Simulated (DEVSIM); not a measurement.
System: illuminated CdTe p-on-n cell, one wavelength, at 300 K.

Layer 1 from the left is CdTe, thickness (μm) 0.530, Na (cm⁻³) 1.5e18, τn (s) 9.5e-12, τp (s) 5.4e-12, absorption coefficient (cm⁻¹) 63000. Layer 2 from the left is CdTe, thickness (μm) 1.40, Nd (cm⁻³) 3.9e16, τn (s) 3.4e-10, τp (s) 3.4e-10, absorption coefficient (cm⁻¹) 63000.

Left contact: ohmic, minority electron recombination velocity 600 cm/s. Right contact: ohmic, minority hole recombination velocity 40 cm/s. Voltage is applied to the left contact. Recombination: SRH at mid-gap, radiative, Auger. Light enters at the left, 5.9e16 photons cm⁻² s⁻¹, one pass, no reflection. Mobility is μmin + (μ − μmin)/(1 + (N/Nref)^α).

Constants are typed, rounded textbook-type inputs, not results; the design itself was drawn at random and stands for no fabricated device. Values at 300 K.

CdTe: gap (eV) 1.5, affinity (eV) 4.28, permittivity 10.2, Nc (cm⁻³) 8e17, Nv (cm⁻³) 1.8e19, μn (cm²/Vs) 1000, μp (cm²/Vs) 80, μn,min 100, μp,min 10, Nref,n 1e17, Nref,p 1e17, αn 0.6, αp 0.6, B (cm³/s) 1e-10, Cn (cm⁶/s) 1e-30, Cp (cm⁶/s) 1e-30.

Simulated with DEVSIM: 1D drift-diffusion, Boltzmann statistics, complete ionisation; no tunnelling, impact ionisation, image-force lowering or self-heating.

Dark forward current:

```tsv
|V| (V)	|J| (A/cm²)
0.05	3.732e-10
0.10	1.296e-9
0.15	3.745e-9
0.20	1.033e-8
0.25	2.811e-8
0.30	7.621e-8
0.35	2.065e-7
0.40	5.600e-7
0.45	1.522e-6
0.50	4.143e-6
0.55	1.131e-5
0.60	3.098e-5
0.65	8.517e-5
0.70	0.0002353
0.75	0.0006540
0.80	0.001834
0.85	0.005212
0.90	0.01514
0.95	0.04569
1.00	0.1473
1.05	0.5272
1.10	2.171
1.15	10.23
1.20	50.48
1.25	212.1
1.30	640.6
```

Question: Work out the local ideality factor n = ΔV / (kT/q · ln(J2/J1)) between the rows 0.15 and 0.20 V, 1.15 and 1.20 V, 1.25 and 1.30 V.

Answer: kT/q = 25.85 mV. From 0.15 to 0.20 V: ln(1.033e-8/3.745e-9) = 1.015, n = 1.91, near the 2 of recombination in the depletion region. From 1.15 to 1.20 V: ln(50.48/10.23) = 1.596, n = 1.21. From 1.25 to 1.30 V: ln(640.6/212.1) = 1.105, n = 1.75; the layers' resistance at their doping, Σ W/(qμN) = 4.3e-5 Ω cm², would take 19 mV of this step of 50 mV.

Question: What current could the absorbed light give at most, and what share is collected?

Answer: Σ αd = 12.2, so qΦ(1 − exp(−Σ αd)) = 9.45 mA/cm². The simulated short-circuit current is 0.6285 mA/cm², a share of 0.07.

Question: Estimate the open-circuit voltage by superposition: the voltage at which the dark current equals that short-circuit current.

Answer: Interpolating ln J in the table gives 0.748 V. The simulation gives 0.746 V; the estimate lies 2 mV above. Superposition holds where collection doesn't change with voltage.

Question: Estimate the fill factor from FF0 = (v − ln(v + 0.72))/(v + 1), v = qVoc/(nkT), with n from the dark curve.

Answer: The rows about Voc, 0.70 and 0.75 V, give n = 1.89, so v = 15.3 and FF0 = 0.768. The simulation gives 0.741; the estimate lies 3.6 % above.
